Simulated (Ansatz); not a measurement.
The starting structures come from a database of crystals and need not be the phases stable at ambient conditions.

Input:

```xyz
14
Lattice="6.8981 0.0000 0.0000 0.0000 9.9540 0.0000 0.0000 0.0000 3.4537" Properties=species:S:1:pos:R:3 pbc="T T T"
Pb     6.8969     1.8848     0.0000
Pb     0.0012     8.0692     0.0000
Pb     3.4478     3.0922     0.0000
Pb     3.4503     6.8618     0.0000
Pb     0.0000     4.9770     1.7269
Pb     3.4491     0.0000     1.7269
O      1.0977     4.0722     0.0000
O      5.8004     5.8818     0.0000
O      4.5468     0.9048     0.0000
O      2.3514     9.0492     0.0000
O      1.0244     6.8861     1.7269
O      5.8737     3.0679     1.7269
O      4.4735     8.0449     1.7269
O      2.4246     1.9091     1.7269
```

Space group of this cell: Pbam. The cell is taken as given.

Transport runs along the normal of the first two printed cell vectors.

No gap correction and no spin-orbit coupling; mid-gap values are interpolated between computed energies.

Problem. Compute, with Ansatz (an electronic-structure program) with r2SCAN, the band gap and the smallest decay constant κ at mid-gap.

Solution. Gap 1.31 eV on a 6×4×10 mesh; κ = 0.214 1/Å, at the zone centre.
